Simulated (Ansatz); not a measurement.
**Fluorite PbF2 (high-temperature phase)**

All values below come from r²SCAN+SOC in Ansatz (PAW).

Settings: plane-wave cutoff 560 eV, 10×10×10 k mesh, Fermi–Dirac smearing 0.01 eV, PAW data made under PBE.

Cell: measured lattice: a = 5.931 Å, b = 5.931 Å, c = 5.931 Å, α = 90.00°, β = 90.00°, γ = 90.00°.

```yaml
band_gap: 4.52 eV (indirect)
smallest_direct_gap_on_the_k_points_sampled: 4.66 eV
"Γ–Γ gap": 7.63 eV
```

Note: cell and atoms aren't relaxed at this level (pressure -0.5 GPa).

Ansatz is a quantum-chemistry and plane-wave program.
